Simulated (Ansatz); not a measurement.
The parent structure is ZnSiP₂ in the chalcopyrite structure (space group I-42d, No. 122; a = 5.353 Å, c = 10.445 Å). Axes: x, y, z lie along a, b, c of the conventional cell.

All numbers come from PBEsol (Ansatz, a quantum-chemistry and plane-wave program, PAW, no spin-orbit coupling).

Base values:

| Property | Value |
|---|---|
| Gap character | direct at Γ |
| Pressure | 0.00 GPa |
| Band gap | 1.16 eV |

It is then changed as follows: biaxial strain −2.25 %, plane normal [001], relaxed out of plane (Cartesian); in-plane vectors clamped, the third vector and the atoms free.

How does this affect the gap character?

The gap character changes from direct at Γ to indirect, Γ → M–S (33 % along).

Estimate the effect on the pressure.

The pressure (mean of the normal stresses, compression positive) goes from zero to 2.32 GPa.

What happens to the out-of-plane strain?

The out-of-plane strain is +2.13 %.

Estimate the effect on the band gap.

The band gap falls by 0.01 eV (1.16 eV → 1.15 eV).

No phonon test of stability was made.
